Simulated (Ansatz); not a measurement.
An Ansatz (a first-principles code) run: TiB2; LDA (Ansatz), without spin-orbit coupling.

Input:

Ansatz 0.2 input:
```yaml
crystal:
  lattice:
    - [2.9939204224, 0, 0]
    - [-1.4969602112, 2.5928111427, 0]
    - [0, 0, 3.1595337947]
  atoms:
    - { symbol: Ti, position: [0, 0, 0] }
    - { symbol: B, position: [0.6666666667, 0.3333333333, 0.5] }
    - { symbol: B, position: [0.3333333333, 0.6666666667, 0.5] }
basis: { ecutwfc: 420, ecutrho_ratio: 4, xc_grid: 2, fft_grid_basis: typed }
kpoints: { mp_grid: { grid: [13, 13, 10] } }
hamiltonian:
  xc: lda
  dispersion: none
  pseudopotentials: { kind: paw }
scf: { occupations: { method: fermi_dirac, width: 0.05 }, convergence: { dr2_threshold: 0.0000000003 } }
output: { forces: true, stress: true }
checkpoint: { write: state.ck, write_every: 1000 }
```

Output:

```
WARN ansatz: RAYON_NUM_THREADS=1 ignored (pool sized by the plan → 1); use --threads N
Pseudopotentials: kind: paw
Pseudopotential: Ti, paw, valence charge 12
Pseudopotential: B, paw, valence charge 3
Functional definition: SPW92
Crystal: 3 atoms, lattice volume = 24.526 Å³
Basis set: ecut = 420 eV, 467 PW (Γ), exchange–correlation on 48×48×48 points (8 copies of the dense FFT grid, shifted against one another)
Bands: 13, of which v1, the nominal top of the filled ones, is band 9 counted from 1 (8 counted from 0)
Symmetry: 24 space group operations
Space group: P6/mmm (ITA 191), of the structure as read, at distance tolerance 2.9e-5 Å
k-points: 126 of 1690
PAW frozen core: Ti, regenerated for the run's functional, and the local potential with it
PAW frozen core: B, regenerated for the run's functional, and the local potential with it
Initial density: superposition of atomic densities (neutral atoms: chi_scale 0, normalization atom), corrected by the library's trained network
Initial wavefunctions: pseudopotential atomic-orbital guess
Eigensolver: davidson
Functional: x = slater, c = lda
SCF iter   1: F=—  HF=-2753.306317 eV  |F-HF|=—  |Δ(HF+E_count)|=         —  Δρ=6.09e-3  dr2=4.74e-3  ethr=1.77e-3  ⟨swp⟩=4.5  Hψ=7768  notcnv=0
all-band conjugate gradients solve this SCF's bands
preconditioner: auto → none
SCF iter   2: F=—  HF=-2753.305086 eV  |F-HF|=—  |Δ(HF+E_count)|=   1.23e-3  Δρ=3.25e-3  dr2=1.89e-3  ethr=2.63e-5  ⟨swp⟩=2.6  Hψ=3646  notcnv=0
SCF iter   3: F=—  HF=-2753.304591 eV  |F-HF|=—  |Δ(HF+E_count)|=   4.95e-4  Δρ=4.53e-4  dr2=3.74e-5  ethr=1.05e-5  ⟨swp⟩=2.4  Hψ=2571  notcnv=0
SCF iter   4: F=—  HF=-2753.304584 eV  |F-HF|=—  |Δ(HF+E_count)|=   6.75e-6  Δρ=4.68e-5  dr2=3.75e-7  ethr=2.08e-7  ⟨swp⟩=2.0  Hψ=1793  notcnv=0
SCF iter   5: F=—  HF=-2753.304581 eV  |F-HF|=—  |Δ(HF+E_count)|=   3.02e-6  Δρ=8.20e-6  dr2=1.15e-8  ethr=2.08e-9  ⟨swp⟩=2.0  Hψ=2774  notcnv=0
SCF iter   6: F=-2753.304581 eV  HF=-2753.304581 eV  |F-HF|=8.55e-11  |Δ(HF+E_count)|=  7.78e-10  Δρ=1.00e-6  dr2=1.52e-10  ethr=1.67e-12  ⟨swp⟩=3.0  Hψ=6582  notcnv=0
SCF 1 converged in 6 iterations: F = -2753.304581 eV  dr2 = 1.52e-10
SCF converged after 6 iterations
Free energy (F): -2753.304581 eV
Harris-Foulkes:  -2753.304581 eV  (|F-HF|=8.55e-11)
Internal energy: -2753.301249 eV  (E = F + TS)
E sigma→0 (E₀):  -2753.302915 eV
Entropy (-TS):   -0.003332 eV (-1.111 meV/atom)
Fermi energy:    15.635817 eV
--- Per-component energies (eV) ---
  E_band       = -82.444793
  E_kinetic    = 379.833385
  E_local      = -767.095749  (includes V_loc(G=0)·N_el)
  E_nonlocal   = 34.164819
  E_hartree    = 326.308046
  E_xc         = -165.256067
  E_vxc        = -203.806375  (∫ρ·V_xc dr)
  E_paw        = -1144.390357  (= ΣΔE_a)
  E_vpaw       = -178.156821  (= ΣTr[D̂ρ^β])
  E_aug_tail   = 0.000094  (compensation charges beyond the density's cutoff)
  E_ewald      = -1417.283039
  E_core_change = 0.417619  (= ΣΔE_core)
  E_smearing   = -0.003332  (= −TS)
  E_closure    = 0.000000  (closes the sum)
  Σ components = -2753.304581   (vs F -2753.304581, Δ=0.00e0)
  [band-id]    e_kinetic+e_local+e_nonlocal+2·e_hartree+e_vxc+e_vpaw+e_augmentation_tail = -82.444556   (vs E_band -82.444793, Δ=2.36e-4)
--- Forces (eV/Å), atoms counted from 1 ---
  atom   1  Ti    -0.00000000     0.00000000     0.00000000
  atom   2  B     -0.00000000     0.00000000     0.00000000
  atom   3  B      0.00000000    -0.00000000    -0.00000000
  max |Σ_I F_I| component: 3.70e-17 eV/Å
--- Stress (GPa, compression-positive) ---
       -0.002079       0.000000      -0.000000
        0.000000      -0.002079      -0.000000
       -0.000000      -0.000000       0.005658
  P = ⅓ Tr σ = 0.0005 GPa (0.005 kbar)
  The stress holds the Pulay correction. Without it, at fixed plane waves, as pw.x and ABINIT print it: P = -0.2989 GPa
  The stress includes an estimate of the error left by incomplete SCF convergence (largest component -0.0006 GPa).
--- Band table ---
  band table: none
```

Whether these cells are dynamically stable was not tested. The final runs are not spin-polarised. The cell is TiB2 (space group P6/mmm, No. 191).
